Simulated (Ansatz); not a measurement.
The cell is built on a prototype and need not be the phase stable at ambient conditions.

The decay constant κ of evanescent states in the gap governs leakage through a thin film.

Consider the following.

```
CELL_PARAMETERS angstrom
      5.93393     0.00000     0.00000
     -2.96696     5.13893     0.00000
      2.96696     1.71298     4.84503
ATOMIC_POSITIONS crystal
  Mg 0.75000 0.87500 0.37500
  Mg 0.25000 0.87500 0.87500
  Mg 0.25000 0.37500 0.87500
  Mg 0.75000 0.87500 0.87500
  Ti 0.50000 0.25000 0.25000
  Ti 0.00000 0.50000 0.50000
  O  0.25354 0.62677 0.11969
  O  0.74646 0.62677 0.62677
  O  0.74646 0.11969 0.62677
  O  0.25354 0.62677 0.62677
  O  0.24646 0.12323 0.63031
  O  0.75354 0.12323 0.12323
  O  0.75354 0.63031 0.12323
  O  0.24646 0.12323 0.12323
```

Space group of this cell: Fd-3m, spinel. The cell was relaxed by PBE-D3(BJ); by r2SCAN its mean pressure is -0.9 GPa.

Transport runs along the normal of the first two printed cell vectors.

The gap is the functional's own, uncorrected, and κ follows it; spin-orbit coupling is left out. Mid-gap values are interpolated between the computed energies.

Estimate the band gap and the smallest decay constant κ at mid-gap that r2SCAN in Ansatz (a first-principles code) returns for this system.

Gap 4.98 eV on a 8×8×8 mesh; κ = 0.441 1/Å, at the zone centre.
